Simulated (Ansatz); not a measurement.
Inside the gap of an insulator the Bloch states are evanescent, with a wavenumber k + iκ along the transport direction.

Given:

```yaml
crystal:
  lattice:
    - [4.22108, 0.00000, 0.00000]
    - [-2.11054, 3.65556, 0.00000]
    - [2.11054, -1.21852, 3.44650]
  atoms:
    - { symbol: Cu, position: [0.25000, 0.75000, 0.25000] }
    - { symbol: I, position: [0.00000, 0.00000, 0.00000] }
```

Space group of this cell: F-43m, zinc blende. The cell was relaxed by PBE-D3(BJ); by r2SCAN its mean pressure is 1.3 GPa.

Transport runs along the normal of the first two printed cell vectors, the (111) plane of the conventional cell.

The gap is the functional's own. No spin-orbit coupling. Mid-gap values are interpolated on the energy grid.

Q: State the band gap and the smallest decay constant κ at mid-gap according to r2SCAN (Ansatz, a quantum-chemistry and plane-wave program).

A: Gap 1.75 eV on a 10×10×10 mesh; κ = 0.143 1/Å, at the zone centre.
